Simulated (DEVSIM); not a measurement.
System: Schottky contact on n-type GaAs, at 400 K.

```tsv
layer (left to right)	material	thickness (μm)	Nd (cm⁻³)	τn (s)	τp (s)
1	GaAs	0.320	2.8e16	3.6e-9	3.6e-9
```

Left contact: Schottky, work function 5.06 eV, emission velocity 1.9e6 cm/s. Right contact: ohmic. Voltage is applied to the left contact. Recombination: SRH at mid-gap, Auger. Mobility is μmin + (μ − μmin)/(1 + (N/Nref)^α).

Constants are typed, rounded textbook-type inputs, not results; the design itself was drawn at random and stands for no fabricated device. Values at 300 K; Nc and Nv go as T^1.5, mobilities as T to minus their exponent, the gap by Varshni's rule with the affinity fixed.

```
parameter             GaAs
----------------  --------
gap (eV)             1.424
affinity (eV)         4.07
permittivity          12.9
Nc (cm⁻³)           4.7e17
Nv (cm⁻³)             9e18
μn (cm²/Vs)           8500
μp (cm²/Vs)            400
μn,min                 500
μp,min                  20
Nref,n                6e16
Nref,p              1.5e17
αn                    0.39
αp                    0.38
T exponent of μn       2.1
T exponent of μp       2.2
Cn (cm⁶/s)           1e-30
Cp (cm⁶/s)           1e-30
Varshni α (eV/K)  0.000541
Varshni β (K)          204
```

DEVSIM, 1D drift-diffusion, Boltzmann statistics, complete ionisation; no tunnelling, impact ionisation, image-force lowering or self-heating. Metal contacts follow the ideal Schottky-Mott rule: no Fermi-level pinning, no interface dipoles.

Base results: potential step across the device at zero bias (V) 0.878; dark forward voltage at 1 A/cm² (V) 0.566; largest field in the device at zero bias (V/cm) 81000; dark forward voltage at 100 A/cm² (V) 0.726.

Q: What follows from this one change: metal work function 5.06 → 5.11 eV?

A: potential step across the device at zero bias 0.878 → 0.928 V; dark forward voltage at 1 A/cm² 0.566 → 0.616 V; largest field in the device at zero bias little changed (84000 V/cm); dark forward voltage at 100 A/cm² 0.726 → 0.776 V.

Q: What follows from this one change: doping Nd of layer 1 2.8e+16 → 8.4e+14 cm^-3?

A: potential step across the device at zero bias 0.878 → 0.757 V; dark forward voltage at 1 A/cm² little changed (0.564 V); largest field in the device at zero bias 81000 → 26000 V/cm; dark forward voltage at 100 A/cm² 0.726 → 0.733 V.

Q: What follows from this one change: temperature 400 → 350 K?

A: potential step across the device at zero bias 0.878 → 0.898 V; dark forward voltage at 1 A/cm² 0.566 → 0.625 V; largest field in the device at zero bias little changed (82000 V/cm); dark forward voltage at 100 A/cm² 0.726 → 0.765 V.
